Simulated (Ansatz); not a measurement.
Consider this model of molten In₉Ga₉Zn₉O₃₅H. The frame is taken from the liquid, at a set temperature of 2300 K (mean kinetic temperature of the stretch 2170 K), run with the CHGNet potential and a short-range wall. O atoms were pushed apart under 1.9 Å during the dynamics, to hinder bonds among them. The volume is set by the preparation, not predicted. It is a model cell: composition and starting density were chosen by hand, and all elements were melted together. Formal charges leave 3 electrons over. Levels lie close to the Fermi energy in this frame, and no moments were tried. The stretch lasted under a few ps.

```xyz
63
Lattice="9.2324 0.0000 0.0000 0.0000 9.2324 0.0000 0.0000 0.0000 9.2324" Properties=species:S:1:pos:R:3 pbc="T T T"
In     1.3112     4.7774     5.0576
In     8.8946     9.0799     7.7489
In     6.3811     4.7179     1.0279
In     6.7358     6.9655     7.2948
In     7.3381     3.9313     5.9981
In     0.6008     8.9151     1.6605
In     7.9868     1.0275     4.7213
In     5.2600     1.6144     8.7911
In     4.9979     0.1209     5.0940
Ga     2.6566     1.9372     7.1195
Ga     2.2917     2.5252     1.6843
Ga     4.1936     5.0585     6.2865
Ga     8.3976     2.8917     8.9905
Ga     1.8511     4.1227     8.5330
Ga     9.2034     3.3076     2.5676
Ga     7.9832     6.5291     3.4943
Ga     2.5127     6.1089     2.3194
Ga     5.1304     6.2140     4.2899
Zn     4.4393     3.5246     4.0264
Zn     7.2029     8.0359     1.3615
Zn     3.6948     6.7754     0.1351
Zn     0.1649     5.9389     9.1401
Zn     2.8566     7.8318     7.6894
Zn     6.7438     1.6966     2.5829
Zn     1.5750     7.8172     4.7661
Zn     3.8703     0.4697     2.4842
Zn     1.3558     1.6421     4.5246
O      6.7131     9.0820     6.3227
O      0.6123     3.2664     0.7084
O      6.5998     7.7661     3.2157
O      5.6866     4.7617     5.1826
O      6.6863     2.8303     0.5411
O      8.9556     2.8343     4.4482
O      8.2410     1.0712     0.0931
O      0.9919     0.9760     6.5530
O      3.5109     7.6457     2.0359
O      3.0407     3.6313     5.5185
O      7.8368     2.1742     6.7922
O      0.5604     4.0293     7.0236
O      5.4148     3.5519     7.4441
O      5.4531     6.8349     9.0789
O      8.2684     0.3013     2.8976
O      8.4991     7.4275     0.0593
O      3.7767     2.3932     2.6157
O      4.6338     7.3303     6.4486
O      0.8793     7.5520     6.4654
O      2.8201     0.0760     4.3776
O      1.1278     1.4468     2.5420
O      4.1160     0.4778     7.1925
O      4.7550     4.8641     2.5071
O      1.5766     8.5289     8.9049
O      7.8918     4.8832     2.3555
O      3.1327     5.3251     7.9168
O      5.8740     2.1880     4.1399
O      7.7790     4.9202     8.6056
O      1.8877     5.3462     0.7399
O      5.3666     0.3214     1.3388
O      0.6001     6.8760     2.7510
O      1.8444     4.1193     2.8978
O      2.8965     6.3729     4.9959
O      2.7626     2.4816     9.0411
O      8.0579     5.4934     4.7949
H      5.7843     4.4668     7.5727
```

All values below come from PBE, scalar-relativistic without spin-orbit coupling (plane waves to 420 eV, PAW; Ansatz, a first-principles code). Sampling: the zone centre alone; Fermi-Dirac width 0.1 eV; no spin polarisation, though the count of electrons is odd. One k-point is coarse where levels lie close to the Fermi energy, as here: forces can move by some tenths of an eV/Å on a denser mesh.

What static pressure (without the ions' kinetic part) does the frame have on this sampling and cutoff?

3.19 GPa

What forces act on the atoms?


```
atom     Fx     Fy     Fz
----  -----  -----  -----
In1   -0.85   0.52   0.99
In2    1.43  -0.23  -0.38
In3   -2.28   3.29   0.05
In4   -1.03   0.48   0.50
In5    2.31  -0.90   0.86
In6    0.92  -1.71  -2.28
In7   -1.49  -0.77   5.10
In8    0.03  -0.90  -0.14
In9   -1.20  -0.55   1.65
Ga10  -0.85  -2.18  -0.58
Ga11   0.57   2.01  -1.24
Ga12  -3.30   0.42   3.39
Ga13  -1.89  -0.66  -3.82
Ga14   0.06   0.65  -1.09
Ga15  -0.22   2.49   0.47
Ga16   1.24   1.06  -3.48
Ga17  -0.96  -0.99   1.33
Ga18  -0.98   3.11  -3.76
Zn19  -0.48  -0.61  -1.28
Zn20  -2.36   0.65  -0.81
Zn21  -0.16  -1.25   2.26
Zn22   1.11  -1.78   0.24
Zn23  -1.31   1.42  -3.52
Zn24  -1.07  -0.70  -3.56
Zn25   0.40   0.49   0.02
Zn26  -0.33  -1.69   0.52
Zn27   1.74  -1.09   1.09
O28    1.76  -0.36  -0.83
O29   -0.08   0.04   1.16
O30   -0.70  -2.00   1.13
O31   -1.45   0.09   0.00
O32   -1.14  -1.49   1.61
O33    0.82   1.16  -1.42
O34    1.00  -2.16  -0.03
O35    2.40   1.88  -1.18
O36   -0.95  -0.72  -0.36
O37    0.82  -1.56   1.00
O38   -0.59  -0.15   0.53
O39    1.60   0.48   0.76
O40   -0.69   0.78  -0.76
O41    3.05  -0.71   0.31
O42   -1.36  -0.07  -0.75
O43   -2.60   3.44   0.67
O44    0.86  -1.37  -0.50
O45    0.70  -1.55  -0.80
O46   -0.70  -0.22   0.70
O47    0.77   1.09  -0.50
O48    0.12   0.63   0.50
O49   -0.91   2.66   0.50
O50    0.01   1.82   1.02
O51    0.27   0.55   1.36
O52    1.22  -0.71   0.13
O53    1.66   0.70  -1.85
O54    1.01  -1.63   1.58
O55    0.16  -0.90  -0.49
O56   -0.36   1.75  -0.60
O57    1.72   0.98  -0.92
O58    0.12   1.56   1.00
O59   -1.45   0.59   1.46
O60    0.62  -2.34  -1.62
O61    1.30  -0.25  -1.43
O62    1.90  -1.75   4.54
H63    0.03  -0.82   1.57
```
(forces in eV/Å)
